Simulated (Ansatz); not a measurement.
Take Au in the fcc (Cu type) structure (space group Fm-3m, No. 225; relaxed with 0.1 eV smearing) as the base.

```
Au
1.0
    0.00000     2.06226     2.06226
    2.06226     0.00000     2.06226
    2.06226     2.06226     0.00000
Au
1
Direct
  0.00000   0.00000   0.00000
```

Cartesian axes are those of the cell as printed.

Method: DFT with r2SCAN, PAW potentials and a 500 eV plane-wave cutoff in Ansatz (a quantum-chemistry and plane-wave program), without spin-orbit coupling.

Strains are applied to the cell and any free atomic positions relax; under biaxial strain the out-of-plane vector relaxes too.

One change was made to it. Results:

The energy rises by 0.8 meV/atom; the pressure (mean of the normal stresses, compression positive) goes from zero to 0.6 GPa.

Q: Name the change that was made.
(A) biaxial strain −0.83 %, plane normal [111], relaxed out of plane
(B) biaxial strain −2.08 %, plane normal [111], relaxed out of plane
(C) biaxial strain −1.67 %, plane normal [111], relaxed out of plane

A: A, biaxial strain −0.83 %, plane normal [111], relaxed out of plane. For comparison, the energy relative to the base in the other runs: biaxial strain −2.08 %, plane normal [111], relaxed out of plane gives +6.3 meV/atom; biaxial strain −1.67 %, plane normal [111], relaxed out of plane gives +3.8 meV/atom.

Whether these cells are dynamically stable was not tested.
